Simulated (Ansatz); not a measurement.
```cif
data_B4N4
_chemical_formula_sum 'N4 B4'
_space_group_name_H-M_alt 'F-43m'
_space_group_IT_number 216
_space_group_name_Hall 'F -4 2 3'
_cell_length_a 3.58056
_cell_length_b 3.58056
_cell_length_c 3.58056
_cell_angle_alpha 90.000
_cell_angle_beta 90.000
_cell_angle_gamma 90.000
loop_
_atom_site_label
_atom_site_type_symbol
_atom_site_symmetry_multiplicity
_atom_site_Wyckoff_symbol
_atom_site_fract_x
_atom_site_fract_y
_atom_site_fract_z
_atom_site_occupancy
N1 N 4 d 0.75000 0.75000 0.75000 1
B1 B 4 a 0.00000 0.00000 0.00000 1
```
(The calculation used a cell of 2 atoms; values per cell refer to that cell.)

Dynamical quadrupoles are not included in the interpolation of the phonons between the solved wave vectors.

**Question.** By how much do the lattice constants and the volume change from 300 K to 850 K (quasi-harmonic approximation, Ansatz, an electronic-structure program, LDA functional, plane-wave PAW), and how far does the bulk modulus soften?

**Answer.** a by 0.21 %, the volume by 0.63 %; B_T goes from 391 to 380 GPa. Whether this phase is the stable one at each condition was not tested.

The PAW data sets were generated under PBE and serve the other functionals too.
